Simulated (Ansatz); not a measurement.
Results of LDA in Ansatz (plane waves, PAW) for BAs (model structure, started from the rocksalt type, Fm-3m, No. 225, 2 atoms in the cell).

Settings: plane-wave cutoff 520 eV, 22×22×22 k mesh, Fermi–Dirac smearing 0.05 eV, scalar-relativistic PAW data made under PBE.

Cell (relaxed at this level):

```xyz
2
Lattice="0.0000 2.2694 2.2694 2.2694 0.0000 2.2694 2.2694 2.2694 0.0000" Properties=species:S:1:pos:R:3 pbc="T T T"
As     0.0000     0.0000     0.0000
B      2.2694     2.2694     2.2694
```

Problem. Give the computed bulk modulus B0.

Solution. 
- bulk modulus B0: 147 GPa

The run finds no gap.

Note: the bulk modulus is −V dP/dV from two relaxed cells at ±2 % in volume; the relaxation could raise the start's symmetry but not lower it, so the cell can be a saddle point.

Static lattice: no zero-point or thermal effects.

A model structure was made by putting elements into a prototype or built by hand; it is no filed structure, need not be a known phase, and can be a saddle point held by its symmetry.

Ansatz is a program for electronic structure.
